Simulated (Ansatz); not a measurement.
# YN: energy against volume

YN (rock salt, Fm-3m, 13.996 Å³/atom and stress up to 0.01 GPa in the relaxed cell, cube axes along x, y and z) under hydrostatic pressure, with the cell free. LDA in Ansatz, a plane-wave DFT program (PAW, default set), 420 eV, 12×12×12 Γ-centred mesh, Fermi-Dirac smearing 0.05 eV; ions are relaxed, or left where forces stay under 0.02 eV/Å, within the symmetry of each cell.

Here V stands for volume and E for E less E0.

```
volume (Å³/atom)  E less E0 (meV/atom)  pressure (GPa)
----------------  --------------------  --------------
14.1526                           1.01           -1.99
14.0735                           0.25           -1.00
13.9958                           0.00            0.00
13.9275                           0.22            0.90
13.8393                           1.06            2.10
13.6709                           4.48            4.50
13.3811                          16.64            9.00
13.0376                              ?               ?
```

Taking the third-order Birch-Murnaghan form, a cubic in V^(-2/3) for E over the 7 complete rows: With u = V^(-2/3) - 0.1733, the rows have u = -0.0023867, -0.0017469, -0.0011125, -0.0005501, 0.0001831, 0.0016049, 0.0041212. Least squares gives E = 0.769 + 1347.6·u + 605804·u² + 374493·u³. Residuals (row less fit): 0.012, -0.012, -0.019, 0.009, 0.024, -0.014, 0.002; standard error 0.022 (degrees of freedom: 3). Its minimum lies at u = -0.0011134, so V0 = (0.1721866)^(-3/2) = 14.00. There d²E/du² = 1209000 and d³E/du³ = 2247000, so B0 = (4/9) × 14.00^(-7/3) × 1209000 × 0.160218 = 182 GPa (the last factor turns the table's units into GPa), and B0' = 4 + (2/3) × 0.1721866 × (2247000)/1209000 = 4.2. B0' rests on the cubic coefficient alone and has a standard error of 0.8 from these residuals.

### Question
Estimate the missing E (V = 13.0376); what did the run itself give?

### Answer
u = 0.0072240, so E = 0.769 + 1347.6 × 0.0072240 + 605804 × 0.0072240² + 374493 × 0.0072240³ = 42.260 meV/atom. The calculation gives 42.26 meV/atom, which the fit meets to the printed digits. The row lies outside the fitted rows, so this is an extrapolation. From the scatter of the fitted rows alone, a prediction at this place has a standard error of 0.294 meV/atom, so the miss is 0.0 times that.

This level leaves no gap over 0.05 eV at pressure -2.0, -1.0, 0.0, 0.9, 2.1, 4.5, 9.0, 15.0 GPa. Other structures, which can take over under pressure, weren't tried. The same form fitted to the pressure column gives B0' = 4.2; series where the two differ by over 0.4 aren't shown. Rows are the converged runs of the series near zero and its far end, less any whose ions stayed unrelaxed beside relaxed ones; series whose fitted rows scatter by over a few per cent of the range, as at a crossing or softening among them, aren't shown in this form.
